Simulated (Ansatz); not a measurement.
Structures of equal composition on the (111) surface of fcc Ag: a layer of W in place of the second plane; a layer of W in place of the third plane. The slabs share one bottom face, and each structure is named by its start. These are constructed structures in small cells; real faces may alloy, dewet or reconstruct in larger ones, and not all known structures of the face are among them. Slabs of about 12 Å, Fermi-Dirac smearing of 0.1 eV. Bottom of the slabs: a bare face, its two planes held. Relaxed from the named starts with such symmetry as they have, on meshes of like density; energies extrapolated to zero smearing; spin only where a row says so; no spin-orbit coupling, no U. Brackets mark spin-polarised runs, whose order is one that fits the cell.

Computed with PBE (plane waves to 420 eV, PAW; Ansatz, a quantum-chemistry and plane-wave program).

Problem. Order them by energy per 1x1 cell (lowest first) at the level PBE.

Solution. a layer of W in place of the third plane (0.000 eV), a layer of W in place of the second plane (0.196 eV)
